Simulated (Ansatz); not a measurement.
Take Cu3N (space group Pm-3m, No. 221) as the base.

```yaml
crystal:
  lattice:
    - [3.72085, 0.00000, 0.00000]
    - [0.00000, 3.72085, 0.00000]
    - [0.00000, 0.00000, 3.72085]
  atoms:
    - { symbol: Cu, position: [0.50000, 0.00000, 0.00000] }
    - { symbol: Cu, position: [0.00000, 0.50000, 0.00000] }
    - { symbol: Cu, position: [0.00000, 0.00000, 0.50000] }
    - { symbol: N, position: [0.00000, 0.00000, 0.00000] }
```

Cartesian axes are those of the cell as printed.

The values are results of DFT with LDA, PAW potentials and a 420 eV plane-wave cutoff in Ansatz (an electronic-structure program), no spin-orbit coupling, not measurements.

For the base:

| Quantity | Value |
|---|---|
| Band gap | zero |
| Pressure | 0.0 GPa |
| Shortest interatomic distance | 3.516 bohr |

The change: a pure shear with ε_xy = ε_yx = 0.0100, atoms relaxed at fixed cell.

Question: Estimate the effect on the energy relative to the base.

Answer: The energy rises by 0.3 meV/atom.

Question: What happens to the band gap?

Answer: The band gap stays zero.

Question: How does this affect the pressure?

Answer: The pressure (mean of the normal stresses, compression positive) remains 0.0 GPa.

Question: What happens to the shortest interatomic distance?

Answer: The shortest interatomic distance remains 3.516 bohr.

The cells carry an imposed strain or load. No phonon test of stability was made. All final runs are without spin polarisation. The zero or small gap of Cu3N can change with the level of theory.
